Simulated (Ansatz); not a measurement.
## CoSi2: pressure 4.2 GPa

The parent structure is CoSi₂ (space group Fm-3m, No. 225; a = 5.315 Å; non-magnetic).

One thing is altered: cell and atoms relaxed at a pressure of 4.2 GPa.

Method: DFT with r2SCAN, PAW potentials and a 500 eV plane-wave cutoff in Ansatz (a quantum-chemistry and plane-wave program), no spin-orbit coupling. Settings: 15×15×15 k-points, 0.05 eV Fermi–Dirac smearing.

```csv
quantity,base,changed,shift
density,5.09 g/cm³,5.20 g/cm³,+0.11 g/cm³
lattice parameter a,10.044 bohr,9.975 bohr,-0.0683 bohr
enthalpy H = E + PV relative to the base's energy,–,+0.32 eV/atom,–
band gap,zero,zero,–
```

Load acts through the strain it causes; cell and atoms are relaxed under it. No phonon test of stability was made. Starting moments died away, wholly or in part, for the base; another magnetic solution may exist. The final runs are not spin-polarised. An odd electron count without spin: CoSi2.
